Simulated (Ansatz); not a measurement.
Li in the diamond structure (space group Fd-3m, No. 227; a hypothetical phase, not in the database extracts checked)

```yaml
crystal:
  lattice:
    - [0.00000, 2.94765, 2.94765]
    - [2.94765, 0.00000, 2.94765]
    - [2.94765, 2.94765, 0.00000]
  atoms:
    - { symbol: Li, position: [0.25000, 0.25000, 0.25000] }
    - { symbol: Li, position: [0.00000, 0.00000, 0.00000] }
```

Computed with Ansatz (a first-principles code) PBE, spin-orbit coupling left out. Settings: 14×14×14 k-points, 0.05 eV Fermi–Dirac smearing.

The volume per atom is 25.61 Å³ and the density is 0.45 g/cm³. The band gap is zero and the total energy is -204.172 eV/atom (σ→0; compares only within this code and set-up).

Stability against distortions was not tested.
